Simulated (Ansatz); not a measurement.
The reference is HfO$_{2}$ (space group Pca2_1, No. 29; a = 5.294 Å, b = 5.070 Å, c = 5.102 Å). Axes: x, y, z lie along a, b, c of the conventional cell.

All numbers come from Kohn–Sham DFT with the PBE functional, run in Ansatz (a quantum-chemistry and plane-wave program) with PAW and 420 eV plane waves, without spin-orbit coupling, earlier PAW set.

For the base:

| Property | Value |
|---|---|
| Smallest direct gap | 4.59 eV |
| Valence-band top at Γ | 0.00, -0.07, -0.18 eV |

It is then changed as follows: uniaxial stress, 8 GPa tension along z, with the cell and atoms free to relax against it.

**Question.** How does this affect the smallest direct gap?

**Answer.** The smallest direct gap shrinks by 0.13 eV, from 4.59 eV to 4.46 eV.

**Question.** What does the calculation give for the secant Young's modulus along z after the change?

**Answer.** The secant Young's modulus along z amounts to 330 GPa.

**Question.** What happens to the energy relative to the base?

**Answer.** The energy grows by 6.9 meV/atom.

**Question.** Predict the new mean lateral Poisson ratio.

**Answer.** The mean lateral Poisson ratio amounts to 0.22.

**Question.** How does this affect the valence-band top at Γ?

**Answer.** The valence-band top at Γ (three highest levels, from the VBM) changes from 0.00, -0.07, -0.18 eV to 0.00, -0.04, -0.16 eV.

Spin-orbit coupling, missing from the scalar runs, can matter with Hf. Load acts through the strain it causes; cell and atoms are relaxed under it. Stability under load was not tested beyond the relaxation. This is not the structure that HfO2 has at room temperature and ambient pressure.
